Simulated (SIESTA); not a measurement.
A self-consistent single point of Ta2O5 (I4/mmm, 7 atoms in the cell) with SIESTA.

Method of the run: SIESTA with LDA PW92, numerical atomic orbitals DZP, PseudoDojo LDA standard norm-conserving potentials (rewritten from UPF to PSML).

The change in words: lattice scaled by 0.98. Reference geometry:
```
CELL_PARAMETERS angstrom
     -2.65172     2.65172     4.79352
      2.65172    -2.65172     4.79352
      2.65172     2.65172    -4.79352
ATOMIC_POSITIONS crystal
  Ta 0.19809 0.19809 0.00000
  Ta 0.80191 0.80191 0.00000
  O  0.00000 0.00000 0.00000
  O  0.50000 0.00000 0.00000
  O  0.00000 0.00000 0.50000
  O  0.00000 0.50000 0.00000
  O  0.50000 0.50000 0.50000
```

Reference input (self-consistent single point, DFT, LDA PW92, numerical atomic orbitals DZP, PseudoDojo LDA standard norm-conserving potentials (rewritten from UPF to PSML)): XC.functional = LDA; XC.authors = PW92; potentials = PseudoDojo LDA standard; PAO.BasisSize = DZP; PAO.EnergyShift = 0.01 Ry; MeshCutoff = 350 Ry; kgrid.MonkhorstPack = 6 6 6; OccupationFunction = FD; ElectronicTemperature = 10 K; MaxSCFIterations = 150; SCF.Mixer.Method = Pulay; SCF.Mixer.Weight = 0.2. This run's input differs from it in these lines:

```diff
@@ -12,5 +12,5 @@
 %block LatticeVectors
-    -2.651725000    2.651725000    4.793525000
-     2.651725000   -2.651725000    4.793525000
-     2.651725000    2.651725000   -4.793525000
+    -2.598690000    2.598690000    4.697654000
+     2.598690000   -2.598690000    4.697654000
+     2.598690000    2.598690000   -4.697654000
 %endblock LatticeVectors
@@ -18,9 +18,9 @@
 %block AtomicCoordinatesAndAtomicSpecies
-    -0.000000000    0.000000000    1.899098734  1
-     0.000000000   -0.000000000    7.687951265  1
+    -0.000000000    0.000000000    1.861116562  1
+    -0.000000000    0.000000000    7.534191438  1
      0.000000000    0.000000000    0.000000000  2
-    -1.325862500    1.325862500    2.396762500  2
-     1.325862500    1.325862500   -2.396762500  2
-     1.325862500   -1.325862500    2.396762500  2
-     1.325862500    1.325862500    2.396762500  2
+    -1.299345000    1.299345000    2.348827000  2
+     1.299345000    1.299345000   -2.348827000  2
+     1.299345000   -1.299345000    2.348827000  2
+     1.299345000    1.299345000    2.348827000  2
 %endblock AtomicCoordinatesAndAtomicSpecies
```

Output (repeated stretches shortened):

```
        iscf     Eharris(eV)        E_KS(eV)     FreeEng(eV)     dDmax    Ef(eV) dHmax(eV)
   scf:    1    -5738.233536    -5774.511223    -5774.511223  1.869693 -4.032576 13.287956
   scf:    2    -5802.506030    -5790.715755    -5790.715755  0.104785 -3.403589  7.540491
   scf:    3    -5795.433274    -5794.835473    -5794.835473  0.069133 -4.026921  1.493550
   scf:    4    -5794.036159    -5794.700155    -5794.700155  0.055783 -4.296379  1.969226
   scf:    5    -5795.256620    -5795.050424    -5795.050424  0.024763 -4.804637  0.488667
   [... 3 lines left out ...]
   scf:    9    -5795.075934    -5795.075903    -5795.075903  0.000533 -4.958187  0.006619
   scf:   10    -5795.075904    -5795.075904    -5795.075904  0.000076 -4.957970  0.000800
   scf:   11    -5795.075904    -5795.075904    -5795.075904  0.000017 -4.957744  0.000158
   scf:   12    -5795.075904    -5795.075904    -5795.075904  0.000002 -4.957716  0.000031
SCF Convergence by DM+H criterion
max |DM_out - DM_in|         :     0.0000019178
max |H_out - H_in|      (eV) :     0.0000314157
SCF cycle converged after 12 iterations

Using DM_out to compute the final energy and forces

siesta: E_KS(eV) =            -5795.0759

siesta: E_KS - E_eggbox =     -5795.0759

siesta: Atomic forces (eV/Ang):
     1    0.001330    0.001330   -0.278706
     2   -0.001330   -0.001330    0.278706
     3   -0.000000   -0.000000   -0.000000
     4   -0.000000    0.000000   -0.000000
     5   -0.000000   -0.000000   -0.000000
     6    0.000000   -0.000000   -0.000000
     7    0.000000    0.000000   -0.000000
   Tot    0.000000   -0.000000    0.000000
   Max    0.278706
   Res    0.086013    sqrt( Sum f_i^2 / 3N )
   Max    0.278706    constrained

   [... lines left out ...]
siesta: FreeEng =     -5795.075904
siesta: Cell volume =        126.896595 Ang**3
siesta:          28.97679161         22.32246586  kBar
   [... lines left out ...]
   [... 7 lines left out ...]

mulliken: Qtot =       56.000

Mulliken Atomic Populations:
Atom #   charge [q] valence [e]  Species
     1     1.121629   11.878371  Ta
     2     1.121629   11.878371  Ta
     3    -0.443663    6.443663  O
     4    -0.449908    6.449908  O
     5    -0.449888    6.449888  O
     6    -0.449908    6.449908  O
     7    -0.449890    6.449890  O
 Total     0.000000
```

The run converged in 12 iterations. Against the reference run the free energy falls by 17.6 meV/atom, the pressure goes from -7.34 to 2.90 GPa, the largest force goes from 0.194 to 0.279 eV/Å and the gap on the mesh goes from 1.289 to 1.367 eV.

The starting cell comes from a database of computed structures (which also holds hypothetical and non-ambient phases and stackings), without a prior relaxation at this level. For this run, on top of that: lattice scaled by 0.98. Spin-orbit coupling is off. Values carry the incompleteness of an atom-centred basis.

Cost on one core of a shared machine: roughly 40 s.
